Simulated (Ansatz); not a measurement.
System: In₂Si₂O₇ (C2/m, No. 12, 11 atoms in the cell; start COD 8101227). Method: LDA (Ansatz, an electronic-structure program, plane waves, PAW).

Run with plane-wave cutoff 520 eV, 8×8×8 k mesh, Fermi–Dirac smearing 0.01 eV, scalar-relativistic PAW data made under PBE.

Cell (measured lattice):

```xyz
11
Lattice="3.3130 -4.3020 0.0000 3.3130 4.3020 0.0000 -1.0540 0.0000 4.5875" Properties=species:S:1:pos:R:3 pbc="T T T"
In     3.3130     1.6545     0.0000
In     3.3130    -1.6545     0.0000
Si     4.5445     0.0000     2.7061
Si     1.0274     0.0000     1.8813
O      1.3257    -1.3457     1.0014
O      4.2463     1.3457     3.5860
O      4.2463    -1.3457     3.5860
O      1.3257     1.3457     1.0014
O      3.7430     0.0000     1.2950
O      1.8290     0.0000     3.2924
O     -0.5270     0.0000     2.2937
```

### Question
Give the computed band gap.

### Answer

- band gap: 2.96 eV

Note: the file's cell can be that of a phase stable at another temperature; cell and atoms aren't relaxed at this level (largest force component 0.15 eV/Å, pressure -2.7 GPa).

Spin–orbit coupling is not included.

Static lattice: no zero-point or thermal effects.

Computing time: roughly 2.5 core-minutes.
